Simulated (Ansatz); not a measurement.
zincblende InP (F-43m) under biaxial stress in the (001) plane

Cell and atoms are relaxed with PBEsol to each stress (compression positive); bands and masses by r2SCAN with spin-orbit coupling, rigid bands (plane waves, PAW; Ansatz, a first-principles code). Strains are changes of length against the unloaded cell.

```cif
data_In4P4
_chemical_formula_sum 'In4 P4'
_space_group_name_H-M_alt 'F-43m'
_space_group_IT_number 216
_space_group_name_Hall 'F -4 2 3'
_cell_length_a 5.87798
_cell_length_b 5.87798
_cell_length_c 5.87798
_cell_angle_alpha 90.000
_cell_angle_beta 90.000
_cell_angle_gamma 90.000
loop_
_atom_site_label
_atom_site_type_symbol
_atom_site_symmetry_multiplicity
_atom_site_Wyckoff_symbol
_atom_site_fract_x
_atom_site_fract_y
_atom_site_fract_z
_atom_site_occupancy
In1 In 4 a 0.00000 0.00000 0.00000 1
P1 P 4 d 0.75000 0.75000 0.75000 1
```
(The calculation used a cell of 2 atoms; values per cell refer to that cell.)

```json
[
 {"stress (GPa)": "-4.00", "strain [001] (%)": "-6.30", "strain [100] (%)": "5.36", "gap (eV)": "0.525", "mₑ* [001]": "0.055", "mₑ* [100]": "0.077", "mₕ* [001]": "0.098", "mₕ* [100]": "0.49"},
 {"stress (GPa)": "-3.00", "strain [001] (%)": "-4.41", "strain [100] (%)": "3.82", "gap (eV)": "0.683", "mₑ* [001]": "0.066", "mₑ* [100]": "0.081", "mₕ* [001]": "0.126", "mₕ* [100]": "0.48"},
 {"stress (GPa)": "-2.00", "strain [001] (%)": "-2.77", "strain [100] (%)": "2.44", "gap (eV)": "0.830", "mₑ* [001]": "0.075", "mₑ* [100]": "0.084", "mₕ* [001]": "0.178", "mₕ* [100]": "0.48"},
 {"stress (GPa)": "-1.00", "strain [001] (%)": "-1.30", "strain [100] (%)": "1.17", "gap (eV)": "0.970", "mₑ* [001]": "0.083", "mₑ* [100]": "0.087", "mₕ* [001]": "0.32", "mₕ* [100]": "0.50"},
 {"stress (GPa)": "0", "strain [001] (%)": "0", "strain [100] (%)": "0", "gap (eV)": "1.089", "mₑ* [001]": "0.089", "mₑ* [100]": "0.089", "mₕ* [001]": "0.56", "mₕ* [100]": "0.56"},
 {"stress (GPa)": "1.00", "strain [001] (%)": "1.20", "strain [100] (%)": "-1.08", "gap (eV)": "1.106", "mₑ* [001]": "0.095", "mₑ* [100]": "0.092", "mₕ* [001]": "0.57", "mₕ* [100]": "0.44"}
]
```

[001] is the normal of the loaded plane; [010] strains as [100]. Masses are conductivity masses at 300 K in electron masses.

Question: From the two loads next to zero, find the biaxial modulus and the ratio of out-of-plane to in-plane strain.

Answer: Between -1.00 and 1.00 GPa the strain along [100] changes by -2.25 % and that along [001] by 2.50 %. The modulus is 2.00/0.0225 = 89 GPa and the ratio of the strains 1.11 (PBEsol, atoms relaxed). For a cubic (001) plane the ratio is 2C₁₂/C₁₁ and the modulus C₁₁ + C₁₂ − 2C₁₂²/C₁₁, which gives C₁₁ ≈ 95 GPa and C₁₂ ≈ 53 GPa.

Question: Is the response still linear at the largest tension?

Answer: The modulus predicts 4.50 % at -4.00 GPa; the table has 5.36 %, so the crystal is softer there.

Question: How fast does the gap move on either side of zero load?

Answer: Under tension, (0.970 − 1.089) eV over -1.00 GPa = 119 meV/GPa, or about -10 eV per unit strain; under compression, (1.106 − 1.089) eV over 1.00 GPa = 17 meV/GPa, or about -1.6 eV per unit strain. The two slopes part by 102 meV/GPa; gaps are resolved to about 0.01 eV, which allows 20 meV/GPa, so they differ.

Question: Take the carrier density and the relaxation time as fixed, so that ρ ∝ m*. What gauge factor (Δρ/ρ)/ε follows for current along [100] at the loads next to zero?

Answer: holes at 1.00 GPa: (0.44/0.56 − 1)/-0.0108 ≈ 20. These are means over a finite load; the small-strain gauge factor differs, most where the load has already emptied the upper valleys or bands. Carriers and loads whose mass moves by under 12 % aren't resolved and aren't listed. The change of shape, which adds a term of order 1 to 2, and that of the scattering between valleys or bands are left out.

Masses are those of dilute carriers in rigid bands with one relaxation time, without polarons. Third decimals of gaps are kept for the arithmetic. Every relaxation keeps the zincblende phase (space group I-4m2 under this load), so a transition, a distortion that breaks the symmetry or fracture can't show. The smearing differs between some rows.
